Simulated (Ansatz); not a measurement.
Here is the system:

```yaml
crystal:
  lattice:
    - [0.00000, 2.81672, 2.81672]
    - [2.81672, 0.00000, 2.81672]
    - [2.81672, 2.81672, 0.00000]
  atoms:
    - { symbol: Zn, position: [0.00000, 0.00000, 0.00000] }
    - { symbol: Se, position: [0.75000, 0.75000, 0.75000] }
```

Level of theory: HSE06, rigid bands (plane waves, PAW, scalar-relativistic; Ansatz, an electronic-structure program). How the cell was made: cell and atoms relaxed with PBEsol.

Question: What conductivity effective mass do dilute electrons have at 300 K?

Answer: 0.143 mₑ.

Question: And the band gap?

Answer: 2.50 eV at this level.

Rigid bands, one relaxation time for all states, no polarons. Spin-orbit coupling is left out; where it splits the top of the valence band it changes the hole mass and lowers the gap by about a third of the splitting. Geometry: cell and atoms relaxed with PBEsol.
